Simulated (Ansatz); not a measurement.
System: Al₂O₃ (Cmc2₁, No. 36, 10 atoms in the cell; start mp-754401; a measured phase of this formula has another space group). Method: r²SCAN (Ansatz, an electronic-structure program, plane waves, PAW).

Settings: plane-wave cutoff 560 eV, 8×8×8 k mesh, Fermi–Dirac smearing 0.01 eV, scalar-relativistic PAW data made under PBE.

Cell (relaxed at this level):

```
CELL_PARAMETERS angstrom
      4.83421    -2.75540     0.00000
      4.83421     2.75540     0.00000
      0.00000     0.00000     4.92951
ATOMIC_POSITIONS crystal
  Al 0.99255 0.67128 0.43172
  Al 0.00745 0.32872 0.93172
  Al 0.32872 0.00745 0.43172
  Al 0.67128 0.99255 0.93172
  O  0.78089 0.21911 0.98913
  O  0.21911 0.78089 0.48913
  O  0.89874 0.65906 0.08757
  O  0.10126 0.34094 0.58757
  O  0.34094 0.10126 0.08757
  O  0.65906 0.89874 0.58757
```

Problem. Give the computed band gap.

Solution. 
band gap: 4.97 eV (direct)

The computed numbers hold no vibrational or temperature effects.

A start named mp-… is a Materials Project structure, which need not be a measured phase.
